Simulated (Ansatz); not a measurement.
Density of states of MgSe (Fm-3m) above the conduction band minimum, PBEsol with spin-orbit coupling, rigid bands run with Ansatz (a quantum-chemistry and plane-wave program); cell volume 40.5 Å³.

(energy from edge (eV), 10⁻³ states/eV/cell): (0.006, 10.1); (0.031, 24.3); (0.056, 33.2); (0.081, 40.4); (0.106, 47.1); (0.131, 53.0); (0.156, 58.9); (0.181, 64.3); (0.206, 70.1); (0.231, 75.1); (0.256, 80.4); (0.281, 85.5); (0.319, 93.0); (0.344, 98.3); (0.369, 104); (0.394, 109); (0.419, 114); (0.444, 119); (0.469, 124); (0.494, 129); (0.519, 135); (0.544, 140); (0.569, 146); (0.594, 151)

Question: What effective density of states at 300 K does this give (∫ g(E) exp(−E/k_BT) dE, both spins, divided by the cell's size)?

Answer: 1.3e19 cm⁻³, a density-of-states mass of 0.63 mₑ, valleys and band degeneracy included.

Geometry: cell and atoms relaxed with PBEsol.
